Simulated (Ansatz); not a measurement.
The parent structure is BP in the zinc blende structure (space group F-43m, No. 216).

```
BP
1.0
    0.00000     2.24526     2.24526
    2.24526     0.00000     2.24526
    2.24526     2.24526     0.00000
B P
1 1
Direct
  0.00000   0.00000   0.00000
  0.25000   0.25000   0.25000
```

Cartesian axes are those of the cell as printed.

Level of theory: LDA in Ansatz (plane waves to 420 eV, PAW, scalar-relativistic without spin-orbit coupling).

The change: every lattice vector is shortened by 0.50 %; the atoms relax in the strained cell.

Predict the stress tensor and what it implies for the stiffness.

Stress of the strained cell less that of the base (GPa, compression positive):
```
   2.72    0.00    0.00
   0.00    2.72    0.00
   0.00    0.00    2.72
```

Then B = −ΔP/(ΔV/V₀) with ΔV/V₀ = -0.0149 gives secant stiffness values (nonlinear terms included at this strain): B ≈ 182 GPa.

Whether these cells are dynamically stable was not tested.

Ansatz is a quantum-chemistry and plane-wave program.
